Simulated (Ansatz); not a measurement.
## What isotropic strain +1.20 % does to BN

Take BN in the wurtzite structure (space group P6_3mc, No. 186; a = 2.5410 Å, c = 4.2033 Å) as the base.

One thing is altered: an isotropic linear strain of +1.20 %; the atoms relax in the strained cell.

Method: Kohn–Sham DFT with the PBEsol functional, run in Ansatz (a first-principles code) with PAW and 420 eV plane waves, no spin-orbit coupling. Settings: 15×15×8 k-points, 0.05 eV Fermi–Dirac smearing.

* **Space group**: P6_3mc (No. 186) (base P6_3mc (No. 186))
* **Shortest interatomic distance**: 2.981 bohr (base 2.946 bohr)
* **Energy relative to the base (free energy F)**: +8.9 meV/atom
* **Pressure (mean of the normal stresses, compression positive)**: -12.91 GPa (base 0.00 GPa)
* **Band gap**: 5.04 eV (base 4.96 eV)
* **Gap character**: indirect, Γ → K (base indirect, Γ → K)
* **Smallest direct gap**: 8.04 eV (base 8.21 eV)
* **Mean gap deformation potential ΔEg/Δln V**: +2.0 eV
* **Electron mass**: 0.31 mₑ along c, 0.51 mₑ across (at K) (base 0.30 mₑ along c, 0.50 mₑ across (at K))
* **Valence-band top at Γ (three highest levels, from the VBM)**: 0.00, 0.00, -0.25 eV (base 0.00, 0.00, -0.28 eV)

Final structure:

```
BN
1.0
    2.57150     0.00000     0.00000
   -1.28575     2.22698     0.00000
    0.00000     0.00000     4.25374
B N
2 2
Direct
  0.33333   0.66667   0.00012
  0.66667   0.33333   0.50012
  0.33333   0.66667   0.37488
  0.66667   0.33333   0.87488
```

Masses are band curvatures over ±0.01 Å⁻¹ around the edge. Stability against distortions was not tested.
